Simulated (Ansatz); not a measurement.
A calculation on NbSi₂ (P6₂22, No. 180) returned lattice constant a 4.750 Å, lattice parameter c 6.547 Å, cohesive energy 6.50 eV/atom.

**Question.** Which level of theory produced these numbers?
A) r²SCAN (Ansatz (a program for electronic structure))
B) r²SCAN+rVV10 (Ansatz)
C) LDA (Ansatz)
D) PBE-D3(BJ) (Ansatz)

**Answer.** D, PBE-D3(BJ) (Ansatz)

The others give: LDA 4.745 Å, 6.534 Å, 7.01 eV/atom; r²SCAN 4.796 Å, 6.580 Å, 5.79 eV/atom; r²SCAN+rVV10 4.787 Å, 6.573 Å, 6.03 eV/atom.

Unless a cell is named, each level is at its own relaxed cell (LDA 14.16, PBE-D3(BJ) 14.22, r²SCAN 14.56, r²SCAN+rVV10 14.50 Å³/atom).

Ansatz's density-functional and Hartree–Fock values are scalar-relativistic unless marked +SOC, with PAW data made under PBE.
